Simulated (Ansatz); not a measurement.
**Pressure series in ZnSe**

The reference is ZnSe in the zinc blende structure (space group F-43m, No. 216; a = 5.666 Å).

Cell and atoms are relaxed at each pressure.

Method: Ansatz (a quantum-chemistry and plane-wave program) r2SCAN, no spin-orbit coupling.

Candidates:
(a) pressure 10 GPa
(b) pressure −1 GPa
(c) pressure 3 GPa
(d) pressure 1.5 GPa

For the base:

```
Quantity    Value
--------  -------
Band gap  1.87 eV
```

Order them by band gap, lowest first.

(b) pressure −1 GPa (1.80 eV), (d) pressure 1.5 GPa (1.96 eV), (c) pressure 3 GPa (2.05 eV), (a) pressure 10 GPa (2.39 eV)

Load acts through the strain it causes; cell and atoms are relaxed under it. No phonon test of stability was made. Tetrahedral semiconductors of this kind turn to denser phases somewhere between about 1 and 50 GPa; those were not computed, so compressed cells here can lie past the real transition.
